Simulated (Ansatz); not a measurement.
# A constructed model of the (100) surface of bcc Fe, ferromagnetic, a pseudomorphic layer of In in the host's stacking (bottom of the slab: a bare face, its two planes held)

Level of theory: PBE (plane waves to 420 eV, PAW; Ansatz, a quantum-chemistry and plane-wave program).

Set-up: 7 atoms, 9.1 Å thick at the start (thin: gaps and levels are the slab's own); mesh 13x13x1; 0.1 eV smearing; dipole correction on; 2 atoms held, the rest relaxed; start symmetry kept, larger cells not searched; spin-polarised, ending with about 14.5 μB a cell; orders that need a larger cell were not tried, no spin-orbit, no U. It is one candidate, not shown to be the stable structure of the face.

```yaml
work_function_of_the_top_face: 4.14 eV
energy_released_by_relaxation: 0.009 eV
magnetic_moment_of_the_cell: 14.48 μB
cost: about 4 core-minutes (a rough figure)
```
